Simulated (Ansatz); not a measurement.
## Antifluorite K2S

Level of theory: PBE (PAW; Ansatz, a first-principles code).

Numerical settings: plane-wave cutoff 520 eV, 8×8×8 k mesh, perturbation theory, scalar-relativistic PAW data made under PBE.

Cell: relaxed at this level.

| Quantity | Value |
|---|---|
| electronic dielectric constant ε∞ | 3.10 |
| dielectric constant ε0 (ions relaxed) | 6.38 |

Computing time: about 13 core-minutes (a rough figure).
